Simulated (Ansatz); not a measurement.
Where the default PAW files enter, the runs use the earlier of Ansatz's two default sets.

By PBEsol, the system below comes out a metal.

A figure of merit of an interconnect metal is its ballistic conductance per area.

Consider the following.

```
Al2Cu
1.0
    4.88118     0.00000     0.00000
   -2.44059     4.32591     0.00000
    2.44059     0.00000     4.32591
Al Cu
4 2
Direct
  0.34139   0.18278   0.50000
  0.65861   0.81722   0.50000
  0.84139   0.50000   0.81722
  0.15861   0.50000   0.18278
  0.75000   0.00000   0.00000
  0.25000   0.00000   0.00000
```

Space group of this cell: I4/mcm. The cell is strained (all lengths scaled by 1.02); by PBEsol its mean pressure is -5.1 GPa.

The current flows along the normal of the first two printed cell vectors, the (110) plane of the conventional cell. No spin-orbit coupling; the value is a mean over 0.1 eV about the Fermi level.

Task: State the ballistic conductance per area according to PBEsol (Ansatz, a program for electronic structure).

Result: 0.91 × 10¹⁵ S/m² for both spins.
